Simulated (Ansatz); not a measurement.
Cells marked so need not be the phases stable at ambient conditions, and some may be hypothetical.

No gap correction and no spin-orbit coupling; mid-gap values are interpolated between computed energies.

A. SiC (P6_3mc, 12 atoms a cell, 10.3 Å³ an atom), along the normal of (100)
B. BAs (F-43m, zinc blende, 2 atoms a cell, 14.0 Å³ an atom, -3 GPa at this level), along the normal of (111)
C. TeO₂ (P4_12_12, not sure to be the ambient phase, 12 atoms a cell, 14.9 Å³ an atom), along the normal of (100)
D. CaO (Fm-3m, rock salt, 2 atoms a cell, 13.9 Å³ an atom), along the normal of (110)
E. SiO2 (P3_221, 9 atoms a cell, 12.6 Å³ an atom), along the normal of (110)

Q: Put the candidates in order of mid-gap decay constant of the slowest evanescent state, lowest first, for r2SCAN (Ansatz, a first-principles code).

A: B (0.12 1/Å), A (0.24 1/Å), D (0.36 1/Å), C (0.42 1/Å), E (0.51 1/Å)
